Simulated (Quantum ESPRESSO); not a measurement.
Troubleshooting Quantum ESPRESSO: a failed run on Be (P6_3/mmc, 4 atoms in the cell). The aim is a self-consistent single point with DFT, LDA (PZ), plane waves, GBRV 1.5 ultrasoft (LDA) pseudopotentials.

Cell that was meant: a = 2.2341 Å, b = 2.2341 Å, c = 7.1884 Å, α = 90.00°, β = 90.00°, γ = 120.00°.

Part of the input:

```fortran
 occupations = 'smearing',
 smearing = 'mp',
 degauss = 0.0099958,
&ELECTRONS
 conv_thr = 1.0d-9,
/
ATOMIC_SPECIES
```

Output, abridged:

```
     This program is part of the open-source Quantum ESPRESSO suite
     for quantum simulation of materials; please cite

 %%%%%%%%%%%%%%%%%%%%%%%%%%%%%%%%%%%%%%%%%%%%%%%%%%%%%%%%%%%%%%%%%%%%%%%%%%%%%%
     Error in routine  read_namelists (1):
      bad line in namelist &system: "&ELECTRONS" (error could be in the previous line)
 %%%%%%%%%%%%%%%%%%%%%%%%%%%%%%%%%%%%%%%%%%%%%%%%%%%%%%%%%%%%%%%%%%%%%%%%%%%%%%

     stopping ...
```

Question: Read the log: what does the program object to, and what is the fix?

Answer: The fault is a namelist without its closing slash. The reader runs on into the next namelist. To fix it, close the namelist. The program stopped before any SCF iteration.

The sound input it was made from differs as follows (other fixes are possible):
```diff
+/
```

With that input, the run converged in 5 iterations: free energy E − TS -1523.3927 eV; Fermi level (on the code's own zero) 8.83 eV; pressure -4.31 GPa (DFT, LDA (PZ), plane waves, GBRV 1.5 ultrasoft (LDA) pseudopotentials).

On the sound input: the starting cell was generated: these elements placed on a structure prototype, without a prior relaxation; it need not be a known phase or ordering of this composition. Its lattice was rescaled by a random factor within 2.5 % of one. With a pressure of about -4 GPa the cell is away from its equilibrium volume at this level.
